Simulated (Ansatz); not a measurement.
Consider BeS (space group P4/nmm, No. 129; a = 3.452 Å, c = 5.621 Å; a hypothetical phase, not in the database extracts checked; layered, stacked along the Cartesian z axis). Axes: x, y, z lie along a, b, c of the conventional cell.

It is then changed as follows: tensile biaxial strain of 1.45 % in the plane normal to [001], as in epitaxy on a mismatched substrate; the out-of-plane cell vector and the atoms relax.

Levels (all Ansatz, a quantum-chemistry and plane-wave program, PAW): PBEsol (420 eV, spin-orbit coupling left out); r2SCAN (500 eV, no SOC).

The geometry is relaxed with PBEsol.

```
Quantity                                       Value
--------------------  ------------------------------
PBEsol gap character  indirect, M–Γ (76 % along) → Γ
PBEsol band gap                              3.40 eV
```

**Question.** What does r2SCAN give at this geometry for the electron mass, gap character and band gap?

**Answer.** The electron mass amounts to 2.6 mₑ out of plane, 0.45 mₑ in plane (at Γ); the gap character is still indirect, M–Γ (76 % along) → Γ; the band gap goes up by 0.65 eV, from 3.40 eV to 4.05 eV.

Single points use the geometry relaxed with PBEsol. Masses are band curvatures over ±0.01 Å⁻¹ around the edge. Stability against distortions was not tested. The base started in Pnma and relaxed to P4/nmm at this level. No dispersion term is included in the PBEsol runs.
